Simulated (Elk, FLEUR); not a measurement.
An Elk input for a self-consistent single point of CuZn (Pm-3m, 2 atoms in the cell) (DFT, PBE, all-electron FP-LAPW, Elk's shipped species files, default APW+lo basis):

```
tasks
  0

xctype
  20

rmtscf
  0.94

stype
  0

swidth
  0.00999582

maxscl
  100

scale
  5.463198226

avec
    1.0000000000    0.0000000000    0.0000000000
    0.0000000000    1.0000000000    0.0000000000
    0.0000000000    0.0000000000    1.0000000000

sppath
  './'

atoms
  2
  'Zn.in'
  1
  0.5000000000  0.5000000000  0.5000000000    0.0 0.0 0.0
  'Cu.in'
  1
  0.0000000000  0.0000000000  0.0000000000    0.0 0.0 0.0

ngridk
  15 15 15
```

Problem. Write the same calculation as an input for FLEUR.

Solution. One input that does it (others would too):

Input of the input generator:

```
scf CuZn
&input film=f /
2.8910000000 0.0000000000 0.0000000000
0.0000000000 2.8910000000 0.0000000000
0.0000000000 0.0000000000 2.8910000000
1.8897261246
1.0 1.0 1.0

2
30 0.5000000000 0.5000000000 0.5000000000
29 0.0000000000 0.0000000000 0.0000000000

&comp jspins=1 /
&kpt div1=15 div2=15 div3=15 /
&end /
```

```xml
<?xml version="1.0" encoding="UTF-8" standalone="no"?>
<fleurInput fleurInputVersion="0.39">
   <comment>
      scf CuZn                                                                                            
   </comment>
   <calculationSetup>
      <cutoffs Kmax="3.5" Gmax="14.0" GmaxXC="14.0" numbands="0"/>
      <scfLoop itmax="80" minDistance="0.00001" maxIterBroyd="40" imix="Anderson" alpha="0.05" precondParam="0.0" spinf="2.0"/>
      <coreElectrons ctail="T" frcor="F" kcrel="0" coretail_lmax="0"/>
      <xcFunctional name="pbe" relativisticCorrections="F"/>
      <magnetism jspins="1"/>
      <soc l_soc="F" theta="0.0" phi="0.0" spav="F"/>
      <expertModes spex="0" secvar="F"/>
      <geometryOptimization l_f="T" forcealpha="1.0" forcemix="BFGS" epsdisp="0.00001" epsforce="0.00001"/>
      <ldaU l_linMix="F" mixParam="0.05" spinf="1.0"/>
   </calculationSetup>
   <cell>
      <bzIntegration valenceElectrons="23.0" mode="gauss" fermiSmearingEnergy="0.00999582">
         <kPointListSelection listName="default-1"/>
         <!-- k-points included here -->
         <xi:include xmlns:xi="http://www.w3.org/2001/XInclude" href="kpts.xml"> </xi:include>
      </bzIntegration>
      <!-- symmetry operations included here -->
      <xi:include xmlns:xi="http://www.w3.org/2001/XInclude" href="sym.xml"> </xi:include>
      <bulkLattice scale="1.0">
         <bravaisMatrix>
            <row-1>    5.4631982262185996     0.0000000000000000     0.0000000000000000</row-1>
            <row-2>    0.0000000000000000     5.4631982262185996     0.0000000000000000</row-2>
            <row-3>    0.0000000000000000     0.0000000000000000     5.4631982262185996</row-3>
         </bravaisMatrix>
      </bulkLattice>
   </cell>
   <atomSpecies>
      <species name="Zinc (Zn)" element="Zn" atomicNumber="30">
         <mtSphere radius="2.25" gridPoints="777" logIncrement="0.016"/>
         <atomicCutoffs lmax="8" lnonsphr="6"/>
         <electronConfig flipSpins="F">
            <coreConfig>(1s1/2) (2s1/2) (2p1/2) (2p3/2) (3s1/2) (3p1/2) (3p3/2)</coreConfig>
            <valenceConfig>(4s1/2) (3d3/2) (3d5/2)</valenceConfig>
         </electronConfig>
         <energyParameters s="4" p="4" d="3" f="4"/>
         <lo type="HELO" l="2" n="4" eDeriv="0"/>
      </species>
      <species name="Copper (Cu)" element="Cu" atomicNumber="29">
         <mtSphere radius="2.25" gridPoints="777" logIncrement="0.016"/>
         <atomicCutoffs lmax="8" lnonsphr="6"/>
         <electronConfig flipSpins="F">
            <coreConfig>(1s1/2) (2s1/2) (2p1/2) (2p3/2) (3s1/2) (3p1/2) (3p3/2)</coreConfig>
            <valenceConfig>(4s1/2) (3d3/2) (3d5/2)</valenceConfig>
            <stateOccupation state="(4s1/2)" spinUp="0.5" spinDown="0.5"/>
         </electronConfig>
         <energyParameters s="4" p="4" d="3" f="4"/>
         <lo type="HELO" l="2" n="4" eDeriv="0"/>
      </species>
   </atomSpecies>
   <atomGroups>
      <atomGroup species="Zinc (Zn)">
         <relPos label="                   1">1.000/2.000 1.000/2.000 1.000/2.000</relPos>
         <force calculate="T" relaxXYZ="TTT"/>
      </atomGroup>
      <atomGroup species="Copper (Cu)">
         <relPos label="                   2">.0000000000 .0000000000 .0000000000</relPos>
         <force calculate="T" relaxXYZ="TTT"/>
      </atomGroup>
   </atomGroups>
   <output dos="F" band="F" slice="F">
      <checks vchk="F" cdinf="F"/>
      <bandDOS minEnergy="-.5*Htr" maxEnergy="0.5*Htr" sigma="0.015" storeEVData="T"/>
      <vacuumDOS vacdos="F" integ="F" star="F" nstars="0" locx1="0.0" locy1="0.0" locx2="0.0" locy2="0.0" nstm="0" tworkf="0.0"/>
      <unfoldingBand unfoldBand="F" supercellX="1" supercellY="1" supercellZ="1"/>
      <plotting iplot="0" polar="F">
         <plot TwoD="T" vec1="  1.0  0.0  0.0" vec2="  0.0  1.0  0.0" vec3="  0.0  0.0  1.0" zero="  0.0  0.0  0.0" file="plot"/>
      </plotting>
      <chargeDensitySlicing numkpt="0" minEigenval="0.0" maxEigenval="0.0" nnne="0" pallst="F"/>
      <specialOutput eonly="F"/>
      <magneticCircularDichroism mcd="F" energyLo="-10.0" energyUp="0.0"/>
   </output>
  <!-- We include the file relax.xml here to enable relaxations (see documentation) -->
  <xi:include xmlns:xi="http://www.w3.org/2001/XInclude" href="relax.xml"> <xi:fallback/> </xi:include>
</fleurInput>
```

Basis settings and potentials, where a program has them, do not carry over. This input uses DFT, PBE, all-electron FLAPW (FLEUR), scalar-relativistic valence.

The starting cell has typed, rounded lattice constants, without a prior relaxation at this level. For this run, on top of that: lattice scaled by 0.98.
